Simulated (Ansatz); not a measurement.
# HgSe: isotropic strain −3.00 %

The reference is HgSe in the zinc blende structure (space group F-43m, No. 216; a = 6.063 Å).

Modification: an isotropic linear strain of −3.00 %, atoms relaxed at fixed cell.

Calculations: Kohn–Sham DFT with the LDA functional, run in Ansatz (an electronic-structure program) with PAW and 420 eV plane waves, scalar-relativistic without spin-orbit coupling. Γ-centred 9×9×9 mesh, Fermi–Dirac width 0.05 eV.

| quantity | base | changed | shift |
|---|---|---|---|
| volume per atom | 27.86 Å³ | 25.43 Å³ | -2.43 Å³ |
| space group | F-43m (No. 216) | F-43m (No. 216) | – |
| shortest interatomic distance | 2.625 Å | 2.547 Å | -0.0788 Å |
| energy relative to the base (free energy F) | 0 meV/atom | +46 meV/atom | +46 meV/atom |
| pressure | 0.0 GPa | 6.7 GPa | +6.65 GPa |
| band gap | zero | zero | – |

A case with no gap was solved on a k-mesh chosen for an insulator, which is coarse for it. Spin-orbit coupling, missing from the scalar runs, can matter with Hg. Whether these cells are dynamically stable was not tested. All final runs are without spin polarisation. The zero or small gap of HgSe can change with the level of theory.
